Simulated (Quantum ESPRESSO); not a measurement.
Input and output of a self-consistent single point for a (110) slab of Mo (cut from a parent of space group no. 229; 3 atoms in the cell) (Quantum ESPRESSO).

Level of theory: LDA (PZ), GBRV 1.5 ultrasoft (LDA) pseudopotentials (plane waves; Quantum ESPRESSO 7.5).

```xyz
3
Lattice="2.7143 0.0000 0.0000 -3.6191 2.5591 0.0000 0.0000 0.0000 18.4325" Properties=species:S:1:pos:R:3 pbc="T T T"
Mo     0.0000     0.0000     7.0000
Mo     0.9048     1.2796     9.2163
Mo     0.0000     0.0000    11.4325
```

Reference input (self-consistent single point, DFT, LDA (PZ), plane waves, GBRV 1.5 ultrasoft (LDA) pseudopotentials): ecutwfc = 40 Ry; ecutrho = 320 Ry; occupations = smearing; smearing = fermi-dirac; degauss = 0.0073499 Ry; potentials = {Mo: mo_lda_v1.uspp.F.UPF}; K_POINTS = automatic 9 9 1 0 0 0; conv_thr = 1e-10 Ry; mixing_beta = 0.3. This run's input differs from it in these lines:

```diff
@@ -13,4 +13,4 @@
   ntyp = 1
-  ecutwfc = 40
-  ecutrho = 320
+  ecutwfc = 60
+  ecutrho = 480
   occupations = 'smearing'
```

Output (repeated stretches shortened):

```
     Self-consistent Calculation

     iteration #  1     ecut=    60.00 Ry     beta= 0.30

---- Real-time Memory Report at c_bands before calling an iterative solver
           530 MiB given to the printing process from OS
           199 MiB allocation reported by mallinfo(arena+hblkhd)
------------------

     negative rho (up, down):  4.200E-04 0.000E+00

     total energy              =    -417.97451149 Ry
     estimated scf accuracy    <       0.95364573 Ry

     iteration #  2     ecut=    60.00 Ry     beta= 0.30

---- Real-time Memory Report at c_bands before calling an iterative solver
   [... lines left out ...]
           682 MiB given to the printing process from OS
           256 MiB allocation reported by mallinfo(arena+hblkhd)
------------------

     negative rho (up, down):  4.551E-04 0.000E+00

     total energy              =    -418.28103550 Ry
     estimated scf accuracy    <          1.0E-09 Ry

     iteration # 17     ecut=    60.00 Ry     beta= 0.30

---- Real-time Memory Report at c_bands before calling an iterative solver
           683 MiB given to the printing process from OS
           256 MiB allocation reported by mallinfo(arena+hblkhd)
------------------

     negative rho (up, down):  4.554E-04 0.000E+00
     End of self-consistent calculation

     the Fermi energy is     4.6517 ev

!    total energy              =    -418.28103550 Ry
     estimated scf accuracy    <          4.1E-11 Ry
     smearing contrib. (-TS)   =      -0.00884613 Ry
     internal energy E=F+TS    =    -418.27218937 Ry

     convergence has been achieved in  17 iterations

     negative rho (up, down):  4.554E-04 0.000E+00

     Forces acting on atoms (cartesian axes, Ry/au):

     atom    1 type  1   force =     0.00000000    0.00000000    0.03545450
     atom    2 type  1   force =     0.00000000    0.00000000    0.00000000
     atom    3 type  1   force =     0.00000000    0.00000000   -0.03545450

     Total force =     0.050140     Total SCF correction =     0.000048

     negative rho (up, down):  4.554E-04 0.000E+00
          total   stress  (Ry/bohr**3)                   (kbar)     P=      -69.18
  -0.00054541   0.00003444   0.00000000          -80.23        5.07        0.00
   0.00003444  -0.00052106   0.00000000            5.07      -76.65        0.00
   0.00000000   0.00000000  -0.00034427            0.00        0.00      -50.64

   JOB DONE.
```

The run converged in 17 iterations. Against the reference run the free energy drops by 15.4 meV/atom and the largest force hardly changes (0.910 to 0.912 eV/Å). The full log also holds: “c_bands:  1 eigenvalues not converged”.

The starting cell has typed, rounded lattice constants, without a prior relaxation at this level. The slab is cut from that crystal, and its faces are unrelaxed. Its lattice was rescaled by up to half a per cent. Spin polarisation is off.

Cost on one core of a shared machine: roughly 5 min.
